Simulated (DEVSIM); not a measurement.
## Schottky contact on p-type Si

System: Schottky contact on p-type Si, at 250 K.

| layer (left to right) | material | thickness (μm) | Na (cm⁻³) | τn (s) | τp (s) |
|---|---|---|---|---|---|
| 1 | Si | 6.30 | 2.3e17 | 0.00019 | 0.00019 |

Left contact: Schottky, work function 4.484 eV, emission velocity 1.9e6 cm/s. Right contact: ohmic. Voltage is applied to the left contact. Recombination: SRH at mid-gap, radiative. Gap narrowing is on: ΔEg = 6.92 meV × (l + √(l² + 0.5)), l = ln(N/1.3e17 cm⁻³), shared equally by both band edges. Mobility is μmin + (μ − μmin)/(1 + (N/Nref)^α).

Constants are typed, rounded textbook-type inputs, not results; the design itself was drawn at random and stands for no fabricated device. Values at 300 K; Nc and Nv go as T^1.5, mobilities as T to minus their exponent, the gap by Varshni's rule with the affinity fixed.

```
parameter               Si
----------------  --------
gap (eV)             1.124
affinity (eV)         4.05
permittivity          11.7
Nc (cm⁻³)          2.86e19
Nv (cm⁻³)           3.1e19
μn (cm²/Vs)           1417
μp (cm²/Vs)            470
μn,min                  52
μp,min                  45
Nref,n              9.7e16
Nref,p              2.2e17
αn                    0.68
αp                    0.72
T exponent of μn       2.3
T exponent of μp       2.2
B (cm³/s)          4.7e-15
Varshni α (eV/K)  0.000473
Varshni β (K)          636
```

Simulated with DEVSIM: 1D drift-diffusion, Boltzmann statistics, complete ionisation; no tunnelling, impact ionisation, image-force lowering or self-heating. Metal contacts follow the ideal Schottky-Mott rule: no Fermi-level pinning, no interface dipoles.

| Property | Result |
|---|---|
| Potential step across the device at zero bias | 0.597 V |
| Largest field in the device at zero bias | 200000 V/cm |
| Dark forward voltage at 1 A/cm² | 0.358 V |
| Dark forward voltage at 100 A/cm² | 0.464 V |

Dark forward current:

| V (V) | J (A/cm²) |
|---|---|
| -0.05 | -5.7e-7 |
| -0.10 | -6.4e-6 |
| -0.15 | -6.5e-5 |
| -0.20 | -0.00067 |
| -0.25 | -0.0068 |
| -0.30 | -0.069 |
| -0.35 | -0.69 |
| -0.40 | -6.9 |
| -0.45 | -62 |
| -0.50 | -340 |
| -0.55 | -940 |
| -0.60 | -1700 |
| -0.65 | -2600 |
